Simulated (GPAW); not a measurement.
Checking a run of GPAW on Li₂AgSn₂ (I4_1/amd, 10 atoms in the cell). The aim is a self-consistent single point with DFT PBEsol, plane waves, GPAW PAW datasets PBEsol (made by gpaw-setup).

Cell that was meant: a = 10.5467 Å, b = 10.5467 Å, c = 10.5467 Å, α = 154.97°, β = 154.97°, γ = 35.69°.

Part of the input:

```python

calc = GPAW(mode=PW(550),
            xc='PBEsol',
            occupations={'name': 'marzari-vanderbilt', 'width': 0.05},
            nbands=-16,
            symmetry={'symmorphic': False, 'tolerance': 0.0005},
            maxiter=120,
```

The program printed (abridged):

```
Input parameters:
  maxiter: 120
  mode: {ecut: 550.0,
         name: pw}
  nbands: -16
  occupations: {name: marzari-vanderbilt,
   [... lines left out ...]
   9 Sn    -0.000000    0.000000    3.444503    ( 0.0000,  0.0000,  0.0000)

Unit cell:
           periodic     x           y           z      points  spacing
  1. axis:    yes   -2.285140    2.285140   10.039355    60     0.0743
  2. axis:    yes    2.285140   -2.285140   10.039355    60     0.0743
  3. axis:    yes    2.285140    2.285140  -10.039355    60     0.0539

  Lengths:  10.546676  10.546676  10.546676
  Angles:  154.973051 154.973051  35.686813

Effective grid spacing dv^(1/3) = 0.0990
     iter     time        total  log10-change:
                         energy   eigst   dens
iter:   1 --:--:--   -26.640463
iter:   2 --:--:--   -25.240848   -1.26  -1.30
iter:   3 --:--:--   -24.227633   -1.88  -1.44
iter:   4 --:--:--   -24.051543   -2.79  -1.53
iter:   5 --:--:--   -23.865533   -1.58  -1.56
iter:   6 --:--:--   -24.037389   -2.40  -1.87
iter:   7 --:--:--   -23.642056   -2.08  -2.09
iter:   8 --:--:--   -23.620768   -3.10  -2.43
iter:   9 --:--:--   -23.617293c  -3.60  -2.52
iter:  10 --:--:--   -23.619610c  -3.88  -2.85
iter:  11 --:--:--   -23.615991c  -4.19  -2.93
iter:  12 --:--:--   -23.616047c  -4.99  -3.16
iter:  13 --:--:--   -23.616031c  -5.95  -3.21
iter:  14 --:--:--   -23.616015c  -5.15  -3.28
iter:  15 --:--:--   -23.615951c  -5.61  -3.37
iter:  16 --:--:--   -23.615934c  -5.59  -3.38
iter:  17 --:--:--   -23.615848c  -5.65  -3.41
iter:  18 --:--:--   -23.615843c  -6.96  -4.05c
iter:  19 --:--:--   -23.615842c  -7.28  -4.10c
iter:  20 --:--:--   -23.615843c  -7.42c -4.18c
Converged after 20 iterations.

Dipole moment: (-4.435068, 4.435068, 0.000000) |e|*Ang

Energy contributions relative to reference atoms: (reference = -961605.692029)

Kinetic:        +54.866731
Potential:      -41.550231
External:        +0.000000
XC:             -37.342457
Entropy (-ST):   +0.008155
Local:           +0.401959
SIC:             +0.000000
--------------------------
Free energy:    -23.615843
Extrapolated:   -23.615843

 Band  Eigenvalues  Occupancy
   [... 60 lines left out ...]

Fermi level: 6.64899

Gap: 0.341 eV
Transition (v -> c):
  (s=0, k=0, n=46, [0.00, 0.00, 0.00]) -> (s=0, k=0, n=47, [0.00, 0.00, 0.00])
No difference between direct/indirect transitions
Energy (eV): -23.615843

Forces in eV/Ang:
  0 Li    0.00000    0.00000    0.13754
   [... lines left out ...]
  5 Ag    0.00000    0.00000    0.00000
  6 Sn    0.00000    0.00000    0.16827
  7 Sn    0.00000    0.00000    0.16827
  8 Sn    0.00000    0.00000   -0.16827
  9 Sn    0.00000    0.00000   -0.16827

Stress tensor:
    -0.084702    -0.000000    -0.000000
    -0.000000    -0.084702     0.000000
    -0.000000     0.000000    -0.027686
Stress (GPa, Voigt): [-13.5708 -13.5708  -4.4357   0.      -0.      -0.    ]
```

**Question.** Can these results be used? Check the input.

**Answer.** The run is not sound. The fault is a single k-point for a small metallic cell. One k-point cannot sample the Fermi surface of a small cell. To fix it, use a converged k-point mesh. The run converged in 20 iterations without an error; against the sound input the free energy goes up by 1.24 eV/atom, the pressure goes from -1.05 to 10.53 GPa and the largest force goes from 0.130 to 0.168 eV/Å.

The sound input it was made from differs as follows (other fixes are possible):
```diff
+            kpts={'size': (6, 6, 6), 'gamma': True},
```

With that input, the run converged in 22 iterations: free energy E − TS (from the program's reference atoms) -35.9882 eV; Fermi level (on the code's own zero) 4.99 eV; pressure -1.05 GPa; largest force (vector length) 0.130 eV/Å (DFT PBEsol, plane waves, GPAW PAW datasets PBEsol (made by gpaw-setup)).

On the sound input: the starting cell comes from a database of computed structures (which also holds hypothetical and non-ambient phases and stackings), without a prior relaxation at this level. The log's line on a gap gives a spacing of levels on this mesh, which the program prints for metals too.
